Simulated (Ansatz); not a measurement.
Sr3SnO, response to strain

Consider Sr3SnO in the anti-perovskite structure (space group Pm-3m, No. 221; a = 5.092 Å). Axes: x, y, z lie along the cube axes.

Strains are applied to the cell and any free atomic positions relax.

Method: plane-wave PAW DFT at the PBEsol level (Ansatz, a first-principles code, 420 eV), no SOC.

Notes on the quantities. energy relative to the base: free energy F.

```json
[
 {"change": "base", "volume per atom": "26.40 Å³", "space group": "Pm-3m (No. 221)", "energy relative to the base": "0 meV/atom", "pressure": "0.0 GPa"},
 {"change": "isotropic strain −0.55 %", "volume per atom": "25.97 Å³", "space group": "Pm-3m (No. 221)", "energy relative to the base": "___", "pressure": "0.8 GPa"},
 {"change": "tensor shear ε_xy = +3.65 %", "volume per atom": "26.37 Å³", "space group": "Cmmm (No. 65)", "energy relative to the base": "+18 meV/atom", "pressure": "0.1 GPa"},
 {"change": "tensor shear ε_xy = +3.32 %", "volume per atom": "26.38 Å³", "space group": "Cmmm (No. 65)", "energy relative to the base": "___", "pressure": "0.1 GPa"}
]
```

### Question
What belongs in the blanks?

### Answer

- isotropic strain −0.55 %, energy relative to the base: +1.1 meV/atom
- tensor shear ε_xy = +3.32 %, energy relative to the base: +15 meV/atom

Whether these cells are dynamically stable was not tested. The final runs are not spin-polarised.
